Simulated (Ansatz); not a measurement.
The reference is BeTe in the zinc blende structure (space group F-43m, No. 216).

```
CELL_PARAMETERS angstrom
      0.00000     2.80217     2.80217
      2.80217     0.00000     2.80217
      2.80217     2.80217     0.00000
ATOMIC_POSITIONS crystal
  Be 0.00000 0.00000 0.00000
  Te 0.25000 0.25000 0.25000
```

The values are results of Ansatz (a program for electronic structure), PBEsol, PAW, cutoff 420 eV, no spin-orbit coupling, not measurements.

For the base:

Band gap: 1.84 eV
Shortest interatomic distance: 2.427 Å

Now apply this change: cell and atoms relaxed at a pressure of 30 GPa.

Question: Predict the new band gap and shortest interatomic distance.

Answer: The band gap shrinks by 0.85 eV, from 1.84 eV to 0.99 eV; the shortest interatomic distance shrinks by 0.219 Å, from 2.427 Å to 2.208 Å.

Spin-orbit coupling, missing from the scalar runs, can matter with Te. Load acts through the strain it causes; cell and atoms are relaxed under it. Whether these cells are dynamically stable was not tested. No other phases were tried under pressure.
